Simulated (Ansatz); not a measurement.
In2S3 (I4₁/amd, No. 141) was calculated with LDA (PAW; Ansatz, a program for electronic structure).

Settings: plane-wave cutoff 520 eV, 6×6×6 k mesh, Fermi–Dirac smearing 0.01 eV, scalar-relativistic PAW data made under PBE.

Cell (relaxed at this level):

```yaml
crystal:
  lattice:
    - [-3.77774, 3.77774, 16.10493]
    - [3.77774, -3.77774, 16.10493]
    - [3.77774, 3.77774, -16.10493]
  atoms:
    - { symbol: In, position: [0.87500, 0.12500, 0.75000] }
    - { symbol: In, position: [0.87500, 0.62500, 0.75000] }
    - { symbol: In, position: [0.37500, 0.12500, 0.25000] }
    - { symbol: In, position: [0.87500, 0.12500, 0.25000] }
    - { symbol: In, position: [0.18835, 0.45742, 0.73094] }
    - { symbol: In, position: [0.20742, 0.97648, 0.76906] }
    - { symbol: In, position: [0.72648, 0.45742, 0.26906] }
    - { symbol: In, position: [0.20742, 0.43835, 0.23094] }
    - { symbol: In, position: [0.56165, 0.79258, 0.76906] }
    - { symbol: In, position: [0.54258, 0.81165, 0.26906] }
    - { symbol: In, position: [0.02352, 0.79258, 0.23094] }
    - { symbol: In, position: [0.54258, 0.27352, 0.73094] }
    - { symbol: In, position: [0.32955, 0.32955, 0.00000] }
    - { symbol: In, position: [0.07955, 0.57955, 0.50000] }
    - { symbol: In, position: [0.42045, 0.92045, 0.50000] }
    - { symbol: In, position: [0.67045, 0.67045, 0.00000] }
    - { symbol: S, position: [0.63329, 0.37607, 0.25722] }
    - { symbol: S, position: [0.12607, 0.36885, 0.24278] }
    - { symbol: S, position: [0.11885, 0.37607, 0.74278] }
    - { symbol: S, position: [0.12607, 0.88329, 0.75722] }
    - { symbol: S, position: [0.11671, 0.87393, 0.24278] }
    - { symbol: S, position: [0.62393, 0.36671, 0.74278] }
    - { symbol: S, position: [0.63115, 0.87393, 0.75722] }
    - { symbol: S, position: [0.62393, 0.88115, 0.25722] }
    - { symbol: S, position: [0.96144, 0.20336, 0.75808] }
    - { symbol: S, position: [0.95336, 0.69527, 0.74192] }
    - { symbol: S, position: [0.44527, 0.20336, 0.24192] }
    - { symbol: S, position: [0.95336, 0.21144, 0.25808] }
    - { symbol: S, position: [0.78856, 0.04664, 0.74192] }
    - { symbol: S, position: [0.79664, 0.03856, 0.24192] }
    - { symbol: S, position: [0.30473, 0.04664, 0.25808] }
    - { symbol: S, position: [0.79664, 0.55473, 0.75808] }
    - { symbol: S, position: [0.31100, 0.53795, 0.77306] }
    - { symbol: S, position: [0.28795, 0.01489, 0.72694] }
    - { symbol: S, position: [0.76489, 0.53795, 0.22694] }
    - { symbol: S, position: [0.28795, 0.56100, 0.27306] }
    - { symbol: S, position: [0.43900, 0.71205, 0.72694] }
    - { symbol: S, position: [0.46205, 0.68900, 0.22694] }
    - { symbol: S, position: [0.98511, 0.71205, 0.27306] }
    - { symbol: S, position: [0.46205, 0.23511, 0.77306] }
```

Problem. Give the computed band gap and smallest direct gap on the k points sampled.

Solution. 
- band gap: 0.93 eV
- smallest direct gap on the k points sampled: 1.03 eV

Spin–orbit coupling is not included.
